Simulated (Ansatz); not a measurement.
For TiGe (model structure, started from the rocksalt type, Fm-3m, No. 225, 2 atoms in the cell), PBE in Ansatz (PAW) gives:

| Item | Result |
|---|---|
| lattice constant a | 5.194 Å |
| formation enthalpy | -0.476 eV/atom |

Problem. What does r²SCAN in Ansatz (plane waves, PAW) give for the same quantities?

Solution. 
- lattice constant a: 5.174 Å (drops by 0.4 %)
- formation enthalpy: -0.549 eV/atom (moves by -0.073 eV/atom)

Changes are worked out from the printed values.

Unless a cell is named, each level is at its own relaxed cell (PBE 17.51, r²SCAN 17.32 Å³/atom).

The crystal itself was run without spin with PBE, r²SCAN; a magnetic state was not tried in these runs.

Ansatz's density-functional and Hartree–Fock values are scalar-relativistic unless marked +SOC, with PAW data made under PBE.

A model structure was made by putting elements into a prototype or built by hand; it is no filed structure, need not be a known phase, and can be a saddle point held by its symmetry.

Ansatz is a first-principles code.
